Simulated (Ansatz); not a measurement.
System: PbZrO₃ (Amm2, No. 38, 5 atoms in the cell; start mp-20337; a measured phase of this formula has another space group). Method: PBEsol in Ansatz (plane waves, PAW).

Input file:

Ansatz 0.2 input:
```yaml
crystal:
  lattice:
    - [4.1151223815, 0.0, 0.0]
    - [0.0, 2.9307510217, 2.9980616395]
    - [0.0, -2.9307510217, 2.9980616395]
  atoms:
    - { symbol: Zr, position: [0.5, 0.5075782616, 0.5075782616] }
    - { symbol: Pb, position: [0.0, 0.9501935589, 0.9501935589] }
    - { symbol: O, position: [0.5, 0.0294103455, 0.5618187753] }
    - { symbol: O, position: [0.5, 0.5618187753, 0.0294103455] }
    - { symbol: O, position: [0.0, 0.5579890586, 0.5579890586] }
basis:
  ecutwfc: 520
  ecutrho_ratio: 4
  xc_grid: 2
kpoints:
  mp_grid: { grid: [8, 8, 8] }
  band_path:
    path:
      - [0.0, 0.0, 0.0]
      - [0.0, 0.05, 0.05]
      - [0.0, 0.1, 0.1]
      - [0.0, 0.15, 0.15]
      - [0.0, 0.2, 0.2]
      - [0.0, 0.25, 0.25]
      - [0.0, 0.3, 0.3]
      - [0.0, 0.35, 0.35]
      - [0.0, 0.4, 0.4]
      - [0.0, 0.45, 0.45]
      - [0.0, 0.5, 0.5]
      - [0.0, 0.5111, 0.4889]
      - [0.0, 0.4889, -0.4889]
      - [0.0, 0.44001, -0.44001]
      - [0.0, 0.39112, -0.39112]
      - [0.0, 0.34223, -0.34223]
      - [0.0, 0.29334, -0.29334]
      - [0.0, 0.24445, -0.24445]
      - [0.0, 0.19556, -0.19556]
      - [0.0, 0.14667, -0.14667]
      - [0.0, 0.09778, -0.09778]
      - [0.0, 0.04889, -0.04889]
      - [0.071429, 0.0, 0.0]
      - [0.142857, 0.0, 0.0]
      - [0.214286, 0.0, 0.0]
      - [0.285714, 0.0, 0.0]
      - [0.357143, 0.0, 0.0]
      - [0.428571, 0.0, 0.0]
      - [0.5, 0.0, 0.0]
      - [0.5, 0.04889, -0.04889]
      - [0.5, 0.09778, -0.09778]
      - [0.5, 0.14667, -0.14667]
      - [0.5, 0.19556, -0.19556]
      - [0.5, 0.24445, -0.24445]
      - [0.5, 0.29334, -0.29334]
      - [0.5, 0.34223, -0.34223]
      - [0.5, 0.39112, -0.39112]
      - [0.5, 0.44001, -0.44001]
      - [0.5, 0.4889, -0.4889]
      - [0.5, 0.5111, 0.4889]
      - [0.5, 0.5, 0.5]
      - [0.428571, 0.5, 0.5]
      - [0.357143, 0.5, 0.5]
      - [0.285714, 0.5, 0.5]
      - [0.214286, 0.5, 0.5]
      - [0.142857, 0.5, 0.5]
      - [0.071429, 0.5, 0.5]
      - [0.0, 0.071429, 0.0]
      - [0.0, 0.142857, 0.0]
      - [0.0, 0.214286, 0.0]
      - [0.0, 0.285714, 0.0]
      - [0.0, 0.357143, 0.0]
      - [0.0, 0.428571, 0.0]
      - [0.0, 0.5, 0.0]
      - [0.071429, 0.5, 0.0]
      - [0.142857, 0.5, 0.0]
      - [0.214286, 0.5, 0.0]
      - [0.285714, 0.5, 0.0]
      - [0.357143, 0.5, 0.0]
      - [0.428571, 0.5, 0.0]
      - [0.5, 0.5, 0.0]
      - [0.5, 0.428571, 0.0]
      - [0.5, 0.357143, 0.0]
      - [0.5, 0.285714, 0.0]
      - [0.5, 0.214286, 0.0]
      - [0.5, 0.142857, 0.0]
      - [0.5, 0.071429, 0.0]
      - [0.5, 0.05, 0.05]
      - [0.5, 0.1, 0.1]
      - [0.5, 0.15, 0.15]
      - [0.5, 0.2, 0.2]
      - [0.5, 0.25, 0.25]
      - [0.5, 0.3, 0.3]
      - [0.5, 0.35, 0.35]
      - [0.5, 0.4, 0.4]
      - [0.5, 0.45, 0.45]
    npoints: 1
hamiltonian:
  xc: pbesol
  dispersion: none
  pseudopotentials: { azcp: { folder: ./paw }, kind: paw }
scf:
  occupations: { method: fermi_dirac, width: 0.01 }
  convergence: { dr2_threshold: 0.0000000005 }
output:
  forces: true
  stress: true
  eigenvalues: true
  write_bands: true
```

From the output:

```
Crystal: 5 atoms, lattice volume = 72.316 Å³
Basis set: ecut = 520 eV, 1947 PW (Γ), exchange–correlation on 64×64×64 points (8 copies of the dense FFT grid, shifted against one another)
Bands: 27, of which v1, the nominal top of the filled ones, is band 22 counted from 1 (21 counted from 0)
Symmetry: 4 space group operations
Space group: Amm2 (ITA 38), of the structure as read, at distance tolerance 4.2e-5 Å
k-points: 105 of 512 (time reversal used)
Initial density: superposition of atomic densities (chi_scale 0.1, normalization cell, long waves kept (reshape's long-wave potential 0.00 eV rms))
Functional: x = pbesol(κ = 0.804, μ = 0.12345679012345678), c = pbesol(β = 0.046)
SCF iter   1: F=—  HF=-17574.344797 eV  |F-HF|=—  |Δ(HF+E_count)|=         —  Δρ=5.21e-2  dr2=3.23e0
SCF iter   2: F=—  HF=-17573.598324 eV  |F-HF|=—  |Δ(HF+E_count)|=   7.46e-1  Δρ=2.97e-2  dr2=9.32e-1
  ...
SCF iter   9: F=—  HF=-17573.307621 eV  |F-HF|=—  |Δ(HF+E_count)|=   4.85e-9  Δρ=2.47e-6  dr2=3.85e-9
SCF iter  10: F=-17573.307621 eV  HF=-17573.307621 eV  |F-HF|=2.18e-11  |Δ(HF+E_count)|=  8.04e-10  Δρ=5.11e-7  dr2=2.55e-10
SCF 1 converged in 10 iterations: F = -17573.307621 eV  dr2 = 2.55e-10
SCF converged after 10 iterations
Free energy (F): -17573.307621 eV
Internal energy: -17573.307621 eV  (E = F + TS)
E sigma→0 (E₀):  -17573.307621 eV
Fermi energy:    10.864978 eV
--- Forces (eV/Å), atoms counted from 1 ---
  atom   1  Zr     0.00000000     0.00000000     0.00027289
  atom   2  Pb     0.00000000     0.00000000     0.00036896
  atom   3  O      0.00000000    -0.00105083    -0.00039397
  atom   4  O      0.00000000     0.00105083    -0.00039397
  atom   5  O      0.00000000     0.00000000     0.00015219
--- Stress (GPa, compression-positive) ---
        0.003052       0.000000       0.000000
        0.000000       0.009620       0.000000
        0.000000       0.000000       0.004168
  P = ⅓ Tr σ = 0.0056 GPa (0.056 kbar)
```

The PAW data were made under PBE.

It cost very roughly 22 core-seconds of CPU time.

A start named mp-… is a Materials Project structure, which need not be a measured phase.

Ansatz is an electronic-structure program.
